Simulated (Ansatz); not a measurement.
**PBE against r2SCAN: Be2Si**

The reference is Be2Si (space group Fm-3m, No. 225; a = 5.284 Å; a model cell, its experimental status unchecked).

(Cell as relaxed with PBE.)

Levels (all Ansatz, a first-principles code, PAW): PBE (420 eV, spin-orbit coupling left out); r2SCAN (500 eV, scalar-relativistic without spin-orbit coupling).

Each level relaxes its own structure.

```
quantity                  PBE  r2SCAN
-------------------  --------  ------
volume per atom      12.29 Å³       ?
lattice parameter a   5.284 Å       ?
band gap                 zero       ?
```

Question: Given the PBE results, estimate those of r2SCAN.

Answer: 
- volume per atom, r2SCAN: 12.29 Å³
- lattice parameter a, r2SCAN: 5.283 Å
- band gap, r2SCAN: zero

The two agree on the volume per atom and band gap. Neither level is exact; r2SCAN is the comparison here, not a measurement.

Whether these cells are dynamically stable was not tested. The final runs are not spin-polarised.
